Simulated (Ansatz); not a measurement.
## Pd, response to strain

Consider Pd in the fcc (Cu type) structure (space group Fm-3m, No. 225; a = 3.8777 Å; relaxed with 0.1 eV smearing). Axes: x, y, z lie along the cube axes.

Strains are applied to the cell and any free atomic positions relax; under biaxial strain the out-of-plane vector relaxes too.

The values are results of PBEsol (Ansatz, an electronic-structure program), without spin-orbit coupling, not measurements.

Candidates:
(a) isotropic strain +4.35 %
(b) uniaxial strain ε_zz = −0.83 %
(c) biaxial strain −1.34 %, plane normal [001], relaxed out of plane
(d) uniaxial strain ε_yy = −2.96 %

Notes on the quantities. energy relative to the base: free energy F.

Order them by energy relative to the base, highest first.

(a) isotropic strain +4.35 % (+130 meV/atom), (d) uniaxial strain ε_yy = −2.96 % (+10 meV/atom), (c) biaxial strain −1.34 %, plane normal [001], relaxed out of plane (+2.9 meV/atom), (b) uniaxial strain ε_zz = −0.83 % (+0.8 meV/atom)

No phonon test of stability was made. All final runs are without spin polarisation. Pd lies near a magnetic instability that expansion can trigger; it was not tested.
